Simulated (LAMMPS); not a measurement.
Consider Pt (fcc), 4000 atoms, at 1840 K and 0 GPa, heated as the crystal in molecular dynamics.

Level of theory: classical MD, pair style eam, the elements' _u3.eam files (universal-3 set of Foiles, Baskes and Daw); code LAMMPS.

```yaml
state_found: crystal; no diffusion seen in 30 ps
density: 20.288 ± 0.002 g/cm³
volume_per_atom: 15.967 ± 0.001 Å³
enthalpy_per_atom: -5.2215 ± 0.0006 eV
first peak of g(r): 2.73 Å, height 2.8
coordination_number: 13.0 (counted to 3.66 Å)
most common Pt-Pt-Pt angle: in the 3° bin centred on 58.5° (mean of all 96°)
mean_frequency_of_the_velocity_spectrum: 2.5 THz
cost: very roughly 5 core-minutes
```

Potential: the _u3.eam files of the LAMMPS distribution; the Cu file's header cites Foiles et al, Phys Rev B, 33, 7983 (1986).

Caution: this crystal lies over the melting point of about 1540 K that EAM-type universal-3 set of Foiles, Baskes and Daw gives, so it is superheated.

States go by the mean squared displacement: a species diffuses where it passes 1.5 Å², still rises and gives D over 1e-6 cm²/s; a crystal has left its structure where atoms lie 0.35 Å off their sites on average or a cubic box changes its shape by 3 %.

The ± values are statistical; the model's systematic error is not in them.

```csv
angle (°),"probability per degree, Pt-Pt-Pt"
34.50,0.0000
37.50,0.0002
40.50,0.0010
43.50,0.0030
46.50,0.0068
49.50,0.0109
52.50,0.0145
55.50,0.0165
58.50,0.0168
61.50,0.0149
64.50,0.0119
67.50,0.0092
70.50,0.0072
73.50,0.0058
76.50,0.0053
79.50,0.0056
82.50,0.0063
85.50,0.0072
88.50,0.0079
91.50,0.0086
94.50,0.0085
97.50,0.0083
100.5,0.0084
103.5,0.0085
106.5,0.0089
109.5,0.0097
112.5,0.0106
115.5,0.0112
118.5,0.0112
121.5,0.0108
124.5,0.0101
127.5,0.0090
130.5,0.0078
133.5,0.0065
136.5,0.0052
139.5,0.0044
142.5,0.0036
145.5,0.0029
148.5,0.0025
151.5,0.0023
154.5,0.0024
157.5,0.0027
160.5,0.0031
163.5,0.0034
166.5,0.0035
169.5,0.0033
172.5,0.0029
175.5,0.0019
178.5,0.0007
```
